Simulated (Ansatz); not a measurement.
Results of PBEsol (PAW; Ansatz, a first-principles code) for SiO₂ (model structure, started from the brookite type, Pbca, No. 61, 24 atoms in the cell).

Run with plane-wave cutoff 520 eV, 8×4×8 k mesh (along the axes of the cell as run), Fermi–Dirac smearing 0.01 eV, scalar-relativistic PAW data made under PBE.

Cell (relaxed with PBEsol):

```xyz
24
Lattice="4.6894 0.0000 0.0000 0.0000 8.3003 0.0000 0.0000 0.0000 4.9998" Properties=species:S:1:pos:R:3 pbc="T T T"
Si     0.5968     1.0619     4.4425
Si     2.9415     3.0882     0.5572
Si     1.7479     7.2384     1.9427
Si     4.0925     5.2121     3.0571
Si     4.0925     7.2384     0.5572
Si     1.7479     5.2121     4.4425
Si     2.9415     1.0619     3.0571
Si     0.5968     3.0882     1.9427
O      3.8435     0.0852     4.2457
O      1.4988     4.0649     0.7541
O      3.1905     8.2151     1.7458
O      0.8459     4.2354     3.2540
O      0.8459     8.2151     0.7541
O      3.1905     4.2354     4.2457
O      1.4988     0.0852     3.2540
O      3.8435     4.0649     1.7458
O      2.1413     1.9295     4.4387
O      4.4860     2.2207     0.5611
O      0.2033     6.3708     1.9388
O      2.5480     6.0796     3.0610
O      2.5480     6.3708     0.5611
O      0.2033     6.0796     4.4387
O      4.4860     1.9295     3.0610
O      2.1413     2.2207     1.9388
```

### Question
Estimate the band gap that the calculation returns.

### Answer

- band gap = 5.72 eV

Note: the relaxation could raise the start's symmetry but not lower it, so the cell can be a saddle point.

Static lattice: no zero-point or thermal effects.

Cost on a shared machine: around 3 core-minutes (rough).

A model structure was made by putting elements into a prototype or built by hand; it is no filed structure, need not be a known phase, and can be a saddle point held by its symmetry.
